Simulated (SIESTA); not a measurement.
A self-consistent single point of BaHfO₃ (Pm-3m, 5 atoms in the cell) with SIESTA.

Method: GGA PBE, numerical atomic orbitals DZP, PseudoDojo PBE standard norm-conserving potentials (rewritten from UPF to PSML) (SIESTA 5.4.2).

The change in words: lattice scaled by 0.98. Reference geometry:
```xyz
5
Lattice="4.1700 0.0000 0.0000 0.0000 4.1700 0.0000 0.0000 0.0000 4.1700" Properties=species:S:1:pos:R:3 pbc="T T T"
Ba     0.0000     0.0000     0.0000
Hf     2.0850     2.0850     2.0850
O      2.0850     0.0000     2.0850
O      0.0000     2.0850     2.0850
O      2.0850     2.0850     0.0000
```

Reference input (self-consistent single point, DFT, GGA PBE, numerical atomic orbitals DZP, PseudoDojo PBE standard norm-conserving potentials (rewritten from UPF to PSML)): XC.functional = GGA; XC.authors = PBE; potentials = PseudoDojo PBE standard; PAO.BasisSize = DZP; PAO.EnergyShift = 0.01 Ry; MeshCutoff = 350 Ry; kgrid.MonkhorstPack = 8 8 8; OccupationFunction = FD; ElectronicTemperature = 10 meV; MaxSCFIterations = 150; SCF.Mixer.Method = Pulay; SCF.Mixer.Weight = 0.2. This run's input differs from it in these lines:

```diff
@@ -13,5 +13,5 @@
 %block LatticeVectors
-     4.170000000    0.000000000    0.000000000
-     0.000000000    4.170000000    0.000000000
-     0.000000000    0.000000000    4.170000000
+     4.086600000    0.000000000    0.000000000
+     0.000000000    4.086600000    0.000000000
+     0.000000000    0.000000000    4.086600000
 %endblock LatticeVectors
```

Output (repeated stretches shortened):

```
        iscf     Eharris(eV)        E_KS(eV)     FreeEng(eV)     dDmax    Ef(eV) dHmax(eV)
   scf:    1    -3620.634758    -3645.662696    -3645.662696  1.302952 -7.090786  8.846690
   scf:    2    -3656.001406    -3651.589329    -3651.589329  0.328941 -5.546824  4.931305
   scf:    3    -3653.506629    -3653.103148    -3653.103148  0.271447 -3.989111  1.119649
   scf:    4    -3653.124777    -3653.130368    -3653.130368  0.080032 -4.264370  0.722360
   scf:    5    -3653.120975    -3653.143334    -3653.143334  0.033097 -4.621349  0.406208
   [... 2 lines left out ...]
   scf:    8    -3653.153058    -3653.152890    -3653.152890  0.005825 -4.493898  0.005951
   scf:    9    -3653.152892    -3653.152891    -3653.152891  0.000079 -4.495758  0.000175
   scf:   10    -3653.152891    -3653.152891    -3653.152891  0.000047 -4.495721  0.000016
   scf:   11    -3653.152891    -3653.152891    -3653.152891  0.000001 -4.495715  0.000008
SCF Convergence by DM+H criterion
max |DM_out - DM_in|         :     0.0000006042
max |H_out - H_in|      (eV) :     0.0000084037
SCF cycle converged after 11 iterations

Using DM_out to compute the final energy and forces

siesta: E_KS(eV) =            -3653.1529

siesta: E_KS - E_eggbox =     -3653.1529

siesta: Atomic forces (eV/Ang):
     1    0.000000   -0.000000   -0.000000
     2    0.000000   -0.000000   -0.000000
     3   -0.000000    0.000000   -0.000000
     4   -0.000000   -0.000000   -0.000000
     5   -0.000000   -0.000000    0.000000
   Tot   -0.000000    0.000000   -0.000000
   Max    0.000000
   Res    0.000000    sqrt( Sum f_i^2 / 3N )
   Max    0.000000    constrained

Stress tensor Voigt[x,y,z,yz,xz,xy] (kbar):     -171.90     -171.90     -171.90       -0.00        0.00       -0.00
   [... lines left out ...]
siesta: FreeEng =     -3653.152891
   [... lines left out ...]
siesta:    -0.107293   -0.000000    0.000000
siesta:    -0.000000   -0.107293   -0.000000
siesta:     0.000000   -0.000000   -0.107293

siesta: Cell volume =         68.247444 Ang**3

siesta: Pressure (static):
siesta:                Solid            Molecule  Units
siesta:           0.00116856          0.00116856  Ry/Bohr**3
siesta:           0.10729263          0.10729263  eV/Ang**3
siesta:         171.90174234        171.90174234  kBar
```

The run converged in 11 iterations. Against the reference run the free energy rises by 56.4 meV/atom, the pressure goes from 4.45 to 17.19 GPa and the gap on the mesh goes from 3.624 to 3.740 eV.

The starting cell has typed, rounded lattice constants, without a prior relaxation at this level. For this run, on top of that: lattice scaled by 0.98. Spin-orbit coupling is off. Values carry the incompleteness of an atom-centred basis. The basis of the alkali or alkaline-earth atoms may lack their empty d shell, which can raise the gap. With a pressure of about 17 GPa the cell is away from its equilibrium volume at this level.

Cost on one core of a shared machine: roughly 60 s.
